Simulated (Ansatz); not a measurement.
## Ba in the bcc (W type) structure (space group Im-3m, No. 229)

```yaml
crystal:
  lattice:
    - [-2.44095, 2.44095, 2.44095]
    - [2.44095, -2.44095, 2.44095]
    - [2.44095, 2.44095, -2.44095]
  atoms:
    - { symbol: Ba, position: [0.00000, 0.00000, 0.00000] }
```

Method: PBEsol (Ansatz, a program for electronic structure, PAW, no SOC). Γ-centred 14×14×14 mesh, Fermi–Dirac width 0.05 eV.

| Item | Value |
|---|---|
| Volume per atom | 58.17 Å³ |
| Density | 3.92 g/cm³ |
| Band gap | zero |
| Total energy | -5862.610 eV/atom (σ→0; compares only within this code and set-up) |

No phonon test of stability was made.
